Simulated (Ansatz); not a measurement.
Faces of tetragonal MoSi2 in 1x1 cells, as slabs relaxed from ideal cuts; for each face the lowest of the symmetric, stoichiometric cuts and spin starts that were computed. Real faces may reconstruct in larger cells. No spin-orbit coupling, no Hubbard U.

These are PBE (plane waves to 420 eV, PAW; Ansatz, an electronic-structure program) values and carry that method's errors.

```
face   cell area (Å²)  outermost plane spacing of the ideal cut (Å)  γ unrelaxed (J/m²)  γ relaxed (J/m²)  work function, top face (eV)
-----  --------------  --------------------------------------------  ------------------  ----------------  ----------------------------
(001)           10.35                                          1.30                2.36              2.32                          4.46
(100)           25.33                                          1.61                2.77                 ?                          4.76
(101)           13.68                                          1.00                2.33                 ?                             ?
(110)           17.91                                          2.27                2.24              2.16                          4.19
```

Problem. Some entries are withheld; supply them.

Solution. 
- (100), γ relaxed (J/m²): 2.64
- (101), γ relaxed (J/m²): 2.19
- (101), work function, top face (eV): 4.98
